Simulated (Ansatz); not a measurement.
Take Nb₅Si₃ (space group I4/mcm, No. 140; a = 6.549 Å, c = 11.806 Å) as the base. Axes: x, y, z lie along a, b, c of the conventional cell.

The values are results of DFT with PBEsol, PAW potentials and a 420 eV plane-wave cutoff in Ansatz (a program for electronic structure), no SOC, not measurements.

Before the change:

| Property | Result |
|---|---|
| Pressure | 0.0 GPa |
| Shortest interatomic distance | 2.396 Å |

Modification: biaxial strain −4.76 %, plane normal [001], relaxed out of plane (Cartesian); in-plane vectors clamped, the third vector and the atoms free.

Question: Estimate the effect on the pressure, energy relative to the base and shortest interatomic distance.

Answer: The pressure (mean of the normal stresses, compression positive) goes from zero to 14.8 GPa; the energy rises by 101 meV/atom; the shortest interatomic distance falls by 0.101 Å to 2.295 Å.

Without a gap, meshes like the base's 8×8×8 leave anisotropic stresses uncertain by several tenths of a GPa, and small strain energies with them. Stability against distortions was not tested. The final runs are not spin-polarised.
